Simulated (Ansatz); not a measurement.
**CoSn (P6/mmm, No. 191, 6 atoms in the cell; start mp-20536)**

These are PBE in Ansatz (plane waves, PAW) values and carry that method's errors.

Run with plane-wave cutoff 500 eV, 12×12×14 k mesh (along the axes of the cell as run), Fermi–Dirac smearing 0.1 eV, no spin polarisation, scalar-relativistic PAW data made under PBE.

Cell (relaxed at this level):

```cif
data_Co3Sn3
_chemical_formula_sum 'Co3 Sn3'
_space_group_name_H-M_alt 'P 1'
_space_group_IT_number 1
_cell_length_a 5.28945
_cell_length_b 5.28945
_cell_length_c 4.24482
_cell_angle_alpha 90.000
_cell_angle_beta 90.000
_cell_angle_gamma 120.000
loop_
_space_group_symop_operation_xyz
  'x, y, z'
loop_
_atom_site_label
_atom_site_type_symbol
_atom_site_fract_x
_atom_site_fract_y
_atom_site_fract_z
_atom_site_occupancy
Co1 Co 0.00000 0.50000 0.00000 1
Co2 Co 0.50000 0.00000 0.00000 1
Co3 Co 0.50000 0.50000 0.00000 1
Sn1 Sn 0.66667 0.33333 0.50000 1
Sn2 Sn 0.33333 0.66667 0.50000 1
Sn3 Sn 0.00000 0.00000 0.00000 1
```

```json
{
 "band_gap": "none"
}
```

Note: the relaxation could not lower the start's symmetry, so the cell can be a saddle point above a distorted one.

Spin–orbit coupling is not included.

The computed numbers hold no vibrational or temperature effects.

It cost around 3.0 core-minutes (rough) of CPU time.

A start named mp-… is a Materials Project structure, which need not be a measured phase.

Ansatz is a program for electronic structure.
